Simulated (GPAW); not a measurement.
Input and output of a self-consistent single point for ScHO2 (P1, 4 atoms in the cell) (GPAW).

Method: LDA (Perdew-Wang 92), GPAW PAW datasets LDA (gpaw-data 1.0.1) (plane waves; GPAW).

The change in words: lattice scaled by 0.98. Reference geometry:
```
ScHO2
1.0
    1.61659     0.93334     4.53092
   -1.61659     0.93334     4.53092
    0.00000    -1.86668     4.53092
Sc H O
1 1 2
Cartesian
  0.07845   0.17371   0.16861
 -0.03646  -0.00908   6.70560
  0.00391  -0.07990   7.92550
 -0.04590  -0.08473   5.58945
```

Reference input (self-consistent single point, DFT LDA (Perdew-Wang 92), plane waves, GPAW PAW datasets LDA (gpaw-data 1.0.1)): mode = pw; ecut = 900 eV; xc = LDA; kpts = 8 8 8; mesh shift (steps) = 0 0 0; occupations.name = fermi-dirac; occupations.width = 0 eV; nbands = -8; convergence.bands = -6; symmetry.symmorphic = false; symmetry.tolerance = 0.0005; maxiter = 100. This run's input differs from it in these lines:

```diff
@@ -5,5 +5,5 @@
 atoms = Atoms(['Sc', 'H', 'O', 'O'],
-              cell=[[1.616590, 0.933339, 4.530923],
-                    [-1.616590, 0.933339, 4.530923],
-                    [0.000000, -1.866677, 4.530923]],
+              cell=[[1.584258, 0.914672, 4.440305],
+                    [-1.584258, 0.914672, 4.440305],
+                    [0.000000, -1.829343, 4.440305]],
               scaled_positions=[[0.067689, 0.019160, -0.049636],
```

Output, abridged:

```
     iter     time        total  log10-change:
                         energy   eigst   dens
iter:   1 --:--:--   -33.717357   +1.07
iter:   2 --:--:--   -33.011921   +0.20  -0.92
iter:   3 --:--:--   -30.682080   -0.22  -0.97
iter:   4 --:--:--   -30.668715   -0.77  -1.30
iter:   5 --:--:--   -30.727344   -1.11  -1.34
iter:   6 --:--:--   -30.609607   -1.05  -1.54
iter:   7 --:--:--   -30.546913   -1.84  -1.80
iter:   8 --:--:--   -30.534279   -2.45  -1.93
iter:   9 --:--:--   -30.534825   -2.79  -2.43
iter:  10 --:--:--   -30.531642c  -2.49  -2.39
iter:  11 --:--:--   -30.531517c  -3.34  -3.07
iter:  12 --:--:--   -30.531488c  -4.08  -3.08
iter:  13 --:--:--   -30.531404c  -4.25  -3.10
iter:  14 --:--:--   -30.531414c  -4.76  -3.38
iter:  15 --:--:--   -30.531386c  -4.55  -3.49
iter:  16 --:--:--   -30.531382c  -5.43  -3.87
iter:  17 --:--:--   -30.531381c  -6.27  -4.01c
iter:  18 --:--:--   -30.531382c  -5.73  -4.03c
iter:  19 --:--:--   -30.531379c  -5.93  -4.06c
iter:  20 --:--:--   -30.531379c  -6.49  -4.18c
iter:  21 --:--:--   -30.531379c  -7.09  -4.28c
iter:  22 --:--:--   -30.531379c  -6.81  -4.35c
iter:  23 --:--:--   -30.531379c  -6.60  -4.29c
iter:  24 --:--:--   -30.531379c  -7.82c -4.69c
Converged after 24 iterations.

Dipole moment: (-0.851355, -2.043813, -1.863338) |e|*Ang

Energy contributions relative to reference atoms: (reference = -24809.573307)

Kinetic:        +36.208185
Potential:      -37.132097
External:        +0.000000
XC:             -30.100703
Entropy (-ST):   +0.000000
Local:           +0.493237
SIC:             +0.000000
--------------------------
Free energy:    -30.531379
Extrapolated:   -30.531379

Showing only first 2 kpts
 Kpt  Band  Eigenvalues  Occupancy
  0    10      3.01714    2.00000
  0    11      3.54573    2.00000
  0    12      7.90108    0.00000
  0    13      8.37331    0.00000

  1    10      2.88733    2.00000
  1    11      3.45016    2.00000
  1    12      7.86275    0.00000
  1    13      8.26320    0.00000

Fermi level: 5.36761

Gap: 3.406 eV
Transition (v -> c):
   [... lines left out ...]
Direct gap: 4.225 eV
   [... lines left out ...]
Energy (eV): -30.531379

Forces in eV/Ang:
  0 Sc   -0.35791   -2.91189   -4.38687
  1 H     0.10855   -0.13390    2.21035
  2 O     0.00326    0.13639    2.85577
  3 O     0.24584    2.90848   -0.67899

Stress tensor:
     0.030507     0.018709    -0.008258
     0.018709    -0.102984    -0.070381
    -0.008258    -0.070381    -0.071964
Stress (GPa, Voigt): [  4.8877 -16.4998 -11.5299 -11.2762  -1.3231   2.9974]
```

The run converged in 24 iterations. GPAW prints stress with tension positive. Against the reference run the free energy rises by 8.7 meV/atom, the largest force goes from 4.566 to 5.277 eV/Å and the gap on the mesh goes from 3.250 to 3.406 eV.

At such cutoffs GPAW's stress carries a finite-basis (Pulay) error, which enters relaxed cells too; its log prints stress with tension positive.

The starting cell comes from a database of computed structures (which also holds hypothetical and non-ambient phases and stackings), without a prior relaxation at this level. Its atoms were displaced at random from the sites of space group no. 166. For this run, on top of that: lattice scaled by 0.98. Forces in this geometry exceed 1 eV/Å.

Cost on one core of a shared machine: roughly 8 min.
